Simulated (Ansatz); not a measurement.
**A computed series for CdS: response to strain**

Consider CdS in the zinc blende structure (space group F-43m, No. 216).

```yaml
crystal:
  lattice:
    - [0.00000, 2.91212, 2.91212]
    - [2.91212, 0.00000, 2.91212]
    - [2.91212, 2.91212, 0.00000]
  atoms:
    - { symbol: Cd, position: [0.00000, 0.00000, 0.00000] }
    - { symbol: S, position: [0.25000, 0.25000, 0.25000] }
```

Strains are applied to the cell and any free atomic positions relax.

All numbers come from plane-wave PAW DFT at the PBEsol level (Ansatz, a program for electronic structure, 420 eV), no spin-orbit coupling.

For the base:

```
Quantity   Result
--------  -------
Band gap  1.01 eV
```

The aim is a band gap between 1.13 eV and 1.23 eV. Which of these changes reaches it?
(A) isotropic strain +0.50 %
(B) isotropic strain −2.50 %
(C) isotropic strain +1.00 %

B, isotropic strain −2.50 %. It gives 1.16 eV; isotropic strain +1.00 % gives 0.95 eV; isotropic strain +0.50 % gives 0.98 eV. Changes not listed may reach it too

Stability against distortions was not tested.
